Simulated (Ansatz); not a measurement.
Cost and result by functional for the surface energy of the (110) surface of rock-salt MgO in its 1x1 cell (cut with top plane Mg + O, bottom plane Mg + O), outermost plane spacing 1.50 Å in the ideal cut, in Ansatz (plane waves, PAW). Single points on the PBE structure, on one kind of machine; costs are rough ratios of the slab run's core time (references not counted) to the cheapest single point. r2SCAN's cost holds its higher cutoff (500 against 420 eV). Differences are taken against HSE06 for comparison alone: no measured value is at hand, so the table doesn't rank accuracy. HSE06 ran on a coarser k-mesh, which lowers its cost and carries part of its shift.

Set-up: 16 atoms, Mg8O8, 10.5 Å thick at the start; mesh 8x6x1; 0.025 eV smearing; dipole correction on; all atoms relaxed; start symmetry kept, larger cells not searched; no spin, no spin-orbit, no U. These notes are the PBE run's.

| functional | relative cost | surface energy (J/m²) | less HSE06 (J/m²) |
|---|---|---|---|
| LDA | 1 | 2.46 | 0.13 |
| RPBE | 1 | 1.96 | -0.38 |
| PBEsol | 1 | 2.30 | -0.04 |
| r2SCAN | 2 | 2.44 | 0.11 |
| HSE06 | 8 | 2.34 | 0.00 |
| PBE (the relaxed run's value) | – | 2.14 | -0.20 |

The values span 0.50 J/m², while the single points' costs differ by a factor of roughly 8. Differences are of unrounded values.

Ansatz is a first-principles code.
